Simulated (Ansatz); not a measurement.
Cl interstitial (fcc Ag host)

Method: PBE, PAW (plane waves to 420 eV; Ansatz, a program for electronic structure). Details: 32-site cell; 6×6×6 shifted k-points; start: void with 4Ag nearest; finite-size errors of tenths of an eV; the relaxation kept the symmetry of the starting site; relaxed from one start, so a lower configuration may exist.

Neighbours after relaxation, in Å: of the Cl atom: Ag 2.33, Ag 2.33, Ag 2.33, Ag 2.33.

Formation energies E_f are those of the neutral cell. Chemical conditions: impurity bounded by its compound with the host (Δμ(Cl) = -0.90 eV, bounded by rock-salt AgCl; only phases computed here count, gases as isolated molecules at 0 K). Reference phases: Cl: Cl2 molecule in a box.

The name describes the start; the neighbours show where the added atom ended.

| charge | moment (μB) | point group | largest move off a lattice site (Å) | E_f, impurity bounded by its compound with the host (eV) |
|---|---|---|---|---|
| 0 | not spin-polarised | Td | 0.53 | 3.83 |

Point groups are those of the whole cell at tolerances of 0.03 and 0.1 Å ("near" where only the looser one holds); none is given for unsettled states.
